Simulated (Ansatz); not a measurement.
## A computed series for HfO2: response to strain

Base system: HfO2 in the fluorite structure (space group Fm-3m, No. 225; a = 5.098 Å).

Strains are applied to the cell and any free atomic positions relax.

Level of theory: Kohn–Sham DFT with the PBE functional, run in Ansatz (a quantum-chemistry and plane-wave program) with PAW and 420 eV plane waves, no SOC, earlier PAW set.

Notes on the quantities. energy relative to the base: free energy F.

| isotropic strain (%) | energy relative to the base (meV/atom) |
|---|---|
| -1.98 | 31.9 |
| -1.37 | 15.0 |
| -0.69 | ? |
| 0 | 0.0 |
| 0.81 | 4.9 |
| 5.35 | 184.7 |

Problem. Fit ΔE = Aε² + Bε³ (ε in %) to the rows shown and predict the withheld row.

Solution. Least squares on the printed values gives A = 7.68 and B = -0.23 meV/atom (largest residual 0.0 meV/atom); this predicts 3.7 meV/atom, and the run gives 3.7 meV/atom, in agreement.

Whether these cells are dynamically stable was not tested. This is not the structure that HfO2 has at room temperature and ambient pressure.
